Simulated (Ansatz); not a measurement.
Consider Hf in the hcp (Mg type) structure (space group P6_3/mmc, No. 194; a = 3.158 Å, c = 5.004 Å; relaxed with 0.1 eV smearing). Axes: x lies along a and z along c of the hexagonal cell.

Calculations: plane-wave PAW DFT at the PBEsol level (Ansatz, a first-principles code, 420 eV), no SOC.

For the base:

- Shortest interatomic distance: 3.096 Å
- Band gap: zero

Modification: uniaxial strain ε_zz = +1.00 %, all other strain components held at zero; the atoms relax in the strained cell.

Q: Predict the new stress.

A: The stress (xx, yy, zz, yz, xz, xy; compression positive) amounts to (-0.7, -0.7, -2.0, 0.0, 0.0, 0.0) GPa.

Q: Predict the new energy relative to the base.

A: The energy rises by 1.4 meV/atom.

Q: Estimate the effect on the shortest interatomic distance.

A: The shortest interatomic distance goes up by 0.020 Å to 3.116 Å.

Q: What happens to the band gap?

A: The band gap stays zero.

Stability against distortions was not tested. All final runs are without spin polarisation.
